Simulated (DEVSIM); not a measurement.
System: Al/Al2O3/n-Ge capacitor, at 300 K.

```tsv
layer (left to right)	material	thickness (nm)	Nd (cm⁻³)
1	Al2O3	2.00	-
2	Ge	500	1.4e18
```

Metal gate on the left, work function 4.1 eV. Fixed charge at the semiconductor interface 0 cm⁻² (in units of +e); interface traps 1.4e12 cm⁻² eV⁻¹, uniform in energy, neutral level at 0.5 of the gap above the valence band.

The device is made up for the run: typed textbook-type constants, with dimensions and the other settings drawn at random. Values at 300 K.

| parameter | Al2O3 | Ge |
|---|---|---|
| gap (eV) | 6.8 | 0.664 |
| affinity (eV) | 1.35 | 4 |
| permittivity | 9 | 16 |
| Nc (cm⁻³) | - | 1.04e19 |
| Nv (cm⁻³) | - | 6e18 |

DEVSIM, 1D Poisson equation in equilibrium, Boltzmann statistics, complete ionisation; no quantum confinement or tunnelling. Metal contacts follow the ideal Schottky-Mott rule: no Fermi-level pinning, no interface dipoles.

The gate work function was swept, all else fixed.

```tsv
gate work function (eV)	threshold voltage (band bending 2φF) (V)	flat-band voltage (V)
3.8	-0.99	-0.24
3.95	-0.84	-0.09
4.1	-0.69	0.06
4.25	-0.54	0.21
4.4	-0.39	0.36
```

From the first row to the last the threshold voltage (band bending 2φF) goes from -0.99 to -0.39. From the first row to the last the flat-band voltage goes from -0.24 to 0.36.
